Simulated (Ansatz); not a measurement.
The reference is SiC in the wurtzite structure (space group P6_3mc, No. 186; a = 3.0564 Å, c = 5.0158 Å). Axes: x lies along a and z along c of the hexagonal cell.

Level of theory: LDA (Ansatz, a quantum-chemistry and plane-wave program; PAW; 420 eV plane waves; scalar-relativistic without spin-orbit coupling).

Before the change:

```
Quantity              Result
-------------------  -------
Smallest direct gap  3.92 eV
```

The change: the cell is compressed by 1.80 % along x with no lateral relaxation; the atoms relax in the strained cell.

Question: How does this affect the smallest direct gap and energy relative to the base?

Answer: The smallest direct gap increases by 0.07 eV, from 3.92 eV to 3.99 eV; the energy increases by 5.5 meV/atom.

Whether these cells are dynamically stable was not tested.
